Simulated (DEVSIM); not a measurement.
Device: GaAs p-n junction from an implanted or diffused profile, at 300 K.

```tsv
layer (left to right)	material	thickness (μm)	Nd (cm⁻³)	τn (s)	τp (s)
1	GaAs	7.20	4.1e15	6.8e-10	6.8e-10
```

Added acceptor profile: 9.2e17 cm⁻³ × exp(−(x − 0.11 μm)²/(2·(0.48 μm)²)). Left contact: ohmic. Right contact: ohmic. Voltage is applied to the left contact. Recombination: SRH at mid-gap, radiative, Auger. Mobility is constant in doping.

The device is made up for the run: typed textbook-type constants, with dimensions and the other settings drawn at random. Values at 300 K.

| parameter | GaAs |
|---|---|
| gap (eV) | 1.424 |
| affinity (eV) | 4.07 |
| permittivity | 12.9 |
| Nc (cm⁻³) | 4.7e17 |
| Nv (cm⁻³) | 9e18 |
| μn (cm²/Vs) | 8500 |
| μp (cm²/Vs) | 400 |
| B (cm³/s) | 2e-10 |
| Cn (cm⁶/s) | 1e-30 |
| Cp (cm⁶/s) | 1e-30 |

Simulated with DEVSIM: 1D drift-diffusion, Boltzmann statistics, complete ionisation; no tunnelling, impact ionisation, image-force lowering or self-heating.

Problem. Tabulate band edges, carrier densities and field at -2.0 V on the left contact.

Solution. Energies count from the Fermi level of the right contact; mesh points crowd at the junctions.

| x (μm) | Ec (eV) | Ev (eV) | n (cm⁻³) | p (cm⁻³) | field (V/cm) |
|---|---|---|---|---|---|
| 0.000 | 3.364 | 1.940 | < 1e2 | 8.9e17 | 120 |
| 0.01900 | 3.365 | 1.940 | < 1e2 | 9.0e17 | 100 |
| 0.04411 | 3.365 | 1.941 | < 1e2 | 9.1e17 | 74 |
| 0.08191 | 3.365 | 1.941 | < 1e2 | 9.1e17 | 32 |
| 0.1526 | 3.365 | 1.941 | < 1e2 | 9.1e17 | -48 |
| 0.2367 | 3.364 | 1.940 | < 1e2 | 8.8e17 | -140 |
| 0.3478 | 3.362 | 1.938 | < 1e2 | 8.1e17 | -270 |
| 0.5808 | 3.352 | 1.928 | < 1e2 | 5.6e17 | -530 |
| 0.8300 | 3.336 | 1.912 | < 1e2 | 2.9e17 | -820 |
| 1.118 | 3.307 | 1.883 | < 1e2 | 9.7e16 | -1200 |
| 1.425 | 3.192 | 1.768 | < 1e2 | 1.2e15 | -18000 |
| 1.800 | 1.792 | 0.368 | 110 | 3600 | -41000 |
| 2.107 | 0.749 | -0.675 | 120000 | 770 | -26000 |
| 2.420 | 0.208 | -1.216 | 1.5e14 | < 1e2 | -8400 |
| 4.265 | 0.123 | -1.301 | 4.1e15 | < 1e2 | ≈ 0 |
| 5.677 | 0.123 | -1.301 | 4.1e15 | < 1e2 | ≈ 0 |
| 6.382 | 0.123 | -1.301 | 4.1e15 | < 1e2 | ≈ 0 |
| 6.784 | 0.123 | -1.301 | 4.1e15 | < 1e2 | ≈ 0 |
| 7.029 | 0.123 | -1.301 | 4.1e15 | < 1e2 | ≈ 0 |
| 7.122 | 0.123 | -1.301 | 4.1e15 | < 1e2 | ≈ 0 |
| 7.168 | 0.123 | -1.301 | 4.1e15 | < 1e2 | ≈ 0 |
| 7.200 | 0.123 | -1.301 | 4.1e15 | < 1e2 | ≈ 0 |
